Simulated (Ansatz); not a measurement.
Base system: SiC in the wurtzite structure (space group P6_3mc, No. 186).

```yaml
crystal:
  lattice:
    - [3.09195, 0.00000, 0.00000]
    - [-1.54598, 2.67771, 0.00000]
    - [0.00000, 0.00000, 5.07427]
  atoms:
    - { symbol: Si, position: [0.33333, 0.66667, 0.99958] }
    - { symbol: Si, position: [0.66667, 0.33333, 0.49958] }
    - { symbol: C, position: [0.33333, 0.66667, 0.37542] }
    - { symbol: C, position: [0.66667, 0.33333, 0.87542] }
```

Cartesian axes are those of the cell as printed.

Method: PBE in Ansatz (plane waves to 420 eV, PAW, no spin-orbit coupling).

Modification: the cell is compressed by 2.40 % along z with no lateral relaxation, atoms relaxed at fixed cell.

Q: Predict the stress tensor and what it implies for the stiffness.

A: Stress of the strained cell less that of the base (GPa, compression positive):
```
   1.41    0.00    0.00
   0.00    1.41    0.00
   0.00    0.00   13.37
```

Then −Δσ_ii/ε with ε = -0.0240 gives secant stiffness values (nonlinear terms included at this strain): C33 ≈ 557 GPa, C13 ≈ 59 GPa and C23 ≈ 59 GPa.

As a check, the harmonic strain energy −½ V₀ Δσ:ε is 11 meV/atom; the computed energy rise is 10 meV/atom.

No phonon test of stability was made.

Ansatz is an electronic-structure program.
